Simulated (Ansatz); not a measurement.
**Response to strain in Ta**

Base system: Ta in the bcc (W type) structure (space group Im-3m, No. 229; a = 3.282 Å; relaxed with 0.1 eV smearing). Axes: x, y, z lie along the cube axes.

Strains are applied to the cell and any free atomic positions relax; under biaxial strain the out-of-plane vector relaxes too.

Level of theory: Kohn–Sham DFT with the PBEsol functional, run in Ansatz (a program for electronic structure) with PAW and 420 eV plane waves, no spin-orbit coupling.

Candidates:
(a) biaxial strain +3.00 %, plane normal [001], relaxed out of plane
(b) biaxial strain +2.00 %, plane normal [001], relaxed out of plane
(c) biaxial strain +2.50 %, plane normal [001], relaxed out of plane
(d) biaxial strain +0.50 %, plane normal [001], relaxed out of plane
(e) biaxial strain −1.50 %, plane normal [001], relaxed out of plane

### Question
Order them by out-of-plane strain, lowest first.

### Answer
(a) biaxial strain +3.00 %, plane normal [001], relaxed out of plane (-3.60 %), (c) biaxial strain +2.50 %, plane normal [001], relaxed out of plane (-2.96 %), (b) biaxial strain +2.00 %, plane normal [001], relaxed out of plane (-2.35 %), (d) biaxial strain +0.50 %, plane normal [001], relaxed out of plane (-0.59 %), (e) biaxial strain −1.50 %, plane normal [001], relaxed out of plane (+1.82 %)

No phonon test of stability was made. All final runs are without spin polarisation.
